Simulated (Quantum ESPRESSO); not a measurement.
Sensitivity of a calculation on CrHg3F6 (P-1, 10 atoms in the cell) to its settings

```
CrHg3F6
1.0
    5.83558     0.00000     0.00000
    2.90205     5.69634     0.00000
    1.63694    -0.49088     6.83717
Cr Hg F
1 3 6
Direct
  0.00000   0.00000   0.00000
  0.50000   0.00000   0.50000
  0.50000   0.50000   0.00000
  0.00000   0.50000   0.00000
  0.70576   0.23227   0.21257
  0.29424   0.76773   0.78743
  0.85070   0.76250   0.33727
  0.14930   0.23750   0.66273
  0.28291   0.88864   0.14570
  0.71709   0.11136   0.85430
```
Moments meant for the start (each program seeds them in its own way; μB, in the order of the atoms Cr Hg Hg Hg F F F F F F): 3.0 0.0 0.0 0.0 0.0 0.0 0.0 0.0 0.0 0.0.

Base run A: Quantum ESPRESSO with PBEsol, GBRV 1.5 ultrasoft (PBESOL) pseudopotentials, self-consistent single point.

Its settings: ecutwfc = 50 Ry; ecutrho = 400 Ry; occupations = smearing; smearing = fd; degauss = 0.0073499 Ry; nspin = 2; potentials = {Cr: cr_pbesol_v1.5.uspp.F.UPF, Hg: hg_pbesol_v1.uspp.F.UPF, F: f_pbesol_v1.4.uspp.F.UPF}; K_POINTS = automatic 3 3 2 0 0 0; conv_thr = 1e-09 Ry; mixing_beta = 0.4.

The starting cell comes from a database of computed structures (which also holds hypothetical and non-ambient phases and stackings), without a prior relaxation at this level. With one magnetic atom in the cell only a parallel order is possible. In the base run, with a pressure of about -4 GPa the cell is away from its equilibrium volume at this level. In the base run, forces exceed 1 eV/Å. Without a gap this mesh is coarse (it stands for a supercell whose shortest vector is 14 Å).

ΔF is the free energy per atom less that of run A. A dash stands where there is no value to compare (another energy zero or no entropy term, no result, no spin, no clean gap, or a mesh too coarse for one). Total energies depend on the potentials, the functional and any Hubbard or dispersion term, so they are compared only between runs that share all of them.

```tsv
run	change	ΔF (meV/atom)	pressure (GPa)	largest force (eV/Å)	size of the net moment (μB/atom)	k-points
A	base	0.00	-3.58	1.161	0.36	10
B	lattice scaled by 0.97; ecutwfc: 50 Ry → 30 Ry; ecutrho: 400 Ry → 240 Ry	135.1	-7.28	0.943	0.36	10
C	ecutwfc: 50 Ry → 30 Ry; ecutrho: 400 Ry → 240 Ry	152.5	-11.07	1.128	0.36	10
D	smearing: fd → gauss; degauss: 0.0073499 Ry → 0.0036749 Ry	5.1	-3.61	1.124	0.37	10
E	nspin: 2 → default	202.1	-4.52	2.097	–	10
F	K_POINTS: automatic 3 3 2 0 0 0 → automatic 3 3 3 0 0 0	0.01	-3.58	1.160	0.36	14
G	mixing_beta: 0.4 → 0.5; mixing_mode: default → TF	0.00	-3.58	1.161	0.36	10
H	pseudopotentials: {Cr: cr_pbesol_v1.5.uspp.F.UPF, Hg: hg_pbesol_v1.uspp.F.UPF, F: f_pbesol_v1.4.uspp.F.UPF} → {Cr: cr_pbe_v1.5.uspp.F.UPF, Hg: hg_pbe_v1.uspp.F.UPF, F: f_pbe_v1.4.uspp.F.UPF}; input_dft: default → vdw-df [vdW-DF]	–	0.77	0.787	0.37	10
I	tot_magnetization: default → 4	3.5	-3.54	1.063	0.40	10
```

Run B against A: The free energy goes up by 135 meV/atom, the pressure goes from -3.58 to -7.28 GPa, the largest force goes from 1.161 to 0.943 eV/Å and the size of the net moment stays at 0.36 μB/atom.

Run C against A: The free energy goes up by 152 meV/atom, the pressure goes from -3.58 to -11.07 GPa, the largest force goes from 1.161 to 1.128 eV/Å and the size of the net moment stays at 0.36 μB/atom.

Run D against A: The free energy rises by 5.1 meV/atom, the pressure moves little (-3.58 to -3.61 GPa), the largest force goes from 1.161 to 1.124 eV/Å and the size of the net moment hardly changes (0.36 to 0.37 μB/atom).
